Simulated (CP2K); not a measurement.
CP2K run on FeAs2 (P1, 6 atoms in the cell): self-consistent single point.

Method: LDA (Pade form), GPW, DZVP-MOLOPT-SR-GTH basis, GTH-PADE potentials (GTH_POTENTIALS) in CP2K.

The change in words: lattice scaled by 0.98. Reference geometry:
```
FeAs2
1.0
    5.24610     0.00000     0.00000
    0.00000     5.96022     0.00000
    0.00000     0.00000     2.87388
Fe As
2 4
Direct
  0.00479   0.99521   0.00285
  0.48401   0.49974   0.49724
  0.18626   0.36282   0.98356
  0.82684   0.63988   0.00411
  0.67441   0.14630   0.49333
  0.32370   0.85606   0.51892
```

Reference input (self-consistent single point, DFT LDA (Pade form), GPW, DZVP-MOLOPT-SR-GTH basis, GTH-PADE potentials (GTH_POTENTIALS)): CUTOFF = 600 Ry; REL_CUTOFF = 60 Ry; SMEAR/METHOD = FERMI_DIRAC; ELECTRONIC_TEMPERATURE = 116.05 K; KPOINTS/SCHEME = MONKHORST-PACK 3 3 5; XC_FUNCTIONAL = PADE; Fe/BASIS_SET = DZVP-MOLOPT-SR-GTH; Fe/POTENTIAL = GTH-PADE-q16; As/BASIS_SET = DZVP-MOLOPT-SR-GTH; As/POTENTIAL = GTH-PADE-q5; METHOD = GPW; EPS_DEFAULT = 1e-10. This run's input differs from it in these lines:

```diff
@@ -63,3 +63,3 @@
     &CELL
-      ABC 5.24610000 5.96022000 2.87388000
+      ABC 5.14117800 5.84101600 2.81640200
       ALPHA_BETA_GAMMA 90.00000000 90.00000000 90.00000000
@@ -68,8 +68,8 @@
     &COORD
-      Fe       0.02512357    -0.02857925     0.00820493
-      Fe       2.53913863     2.97856034     1.42901671
-      As       0.97712285     2.16249298    -0.04725808
-      As       4.33768532     3.81380173     0.01179728
-      As       3.53804329     0.87197423     1.41775972
-      As       1.69813634     5.10229401     1.49130231
+      Fe       0.02462110    -0.02800767     0.00804083
+      Fe       2.48835586     2.91898934     1.40043618
+      As       0.95758039     2.11924327    -0.04631291
+      As       4.25093162     3.73752595     0.01156133
+      As       3.46728242     0.85453480     1.38940433
+      As       1.66417361     5.00024847     1.46147606
     &END COORD
```

Log, with long lists cut:

```
 SCF WAVEFUNCTION OPTIMIZATION

  Step     Update method      Time    Convergence         Total energy    Change
     1 NoMix/Diag. 0.20E+00      -     1.96667983      -273.9864386312 -2.74E+02
     2 Broy./Diag. 0.20E+00      -     0.54103505      -265.0734671639  8.91E+00
     3 Broy./Diag. 0.20E+00      -     0.07798267      -276.9779340269 -1.19E+01
     4 Broy./Diag. 0.20E+00      -     0.07087265      -272.9494504227  4.03E+00
     5 Broy./Diag. 0.20E+00      -     0.04408599      -271.3730370288  1.58E+00
     6 Broy./Diag. 0.20E+00      -     0.01876762      -272.3045239389 -9.31E-01
   [... 10 lines left out ...]
    17 Broy./Diag. 0.20E+00      -     0.00000035      -272.6283174551  5.36E-07
    18 Broy./Diag. 0.20E+00      -     0.00000040      -272.6283151791  2.28E-06
    19 Broy./Diag. 0.20E+00      -     0.00000023      -272.6283129705  2.21E-06
    20 Broy./Diag. 0.20E+00      -     0.00000008      -272.6283119578  1.01E-06
  *** SCF run converged in    20 steps ***

  Overlap energy of the core charge distribution:               0.00000000487292
  Self energy of the core charge distribution:               -455.45048005201363
  Core Hamiltonian energy:                                    124.52303791575146
  Hartree energy:                                              91.03486464105123
  Exchange-correlation energy:                                -32.73573446749376
  Electronic entropic energy:                                  -0.00000000000347
  Fermi energy:                                                 0.36225373781411

  Total energy:                                              -272.62831195783525
  Total energy (extrapolated to T->0):                       -272.62831195783349

                     Mulliken Population Analysis

   [... lines left out ...]

 STRESS| Analytical stress tensor [bar]
 STRESS|                        x                   y                   z
 STRESS|      x        6.20370592980E+04   2.59843481643E+02  -1.10902577201E+04
 STRESS|      y        2.59843481643E+02   4.09152840867E+04  -2.71303406473E+02
 STRESS|      z       -1.10902577201E+04  -2.71303406473E+02   3.77044814940E+04
 STRESS| 1/3 Trace                                             4.68856082929E+04
```

The run converged in 20 iterations. Against the reference run the free energy drops by 3.4 meV/atom, the pressure goes from -5.36 to 4.69 GPa, the largest force goes from 1.755 to 2.162 eV/Å and the gap on the mesh goes from 0.349 to 0.403 eV.

The starting cell comes from a database of computed structures (which also holds hypothetical and non-ambient phases and stackings), without a prior relaxation at this level. Its atoms were displaced at random from the sites of space group no. 58. For this run, on top of that: lattice scaled by 0.98. Values carry the incompleteness of an atom-centred basis. With a pressure of about 5 GPa the cell is away from its equilibrium volume at this level. Forces in this geometry exceed 1 eV/Å.
